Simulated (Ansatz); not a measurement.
Take Mg$_{2}$Sn (space group Fm-3m, No. 225) as the base.

Computed with PBE (Ansatz, an electronic-structure program, PAW, no spin-orbit coupling).

Measured: band gap 0.36 eV (temperature not stated; as listed in Byungki Ryu et al., Journal of the Korean Physical Society (2019)).

### Question
What do the calculations give for these quantities, and how do they miss?

### Answer
```csv
level,band gap
PBE,zero
```

Computed minus measured — band gap: PBE -0.36 eV. Measured values not marked as corrected hold thermal and zero-point effects that the static-lattice runs lack. A measured gap can be an optical one, lowered by exciton binding. Levels without spin-orbit coupling miss its effect on the gap.

Stability against distortions was not tested.
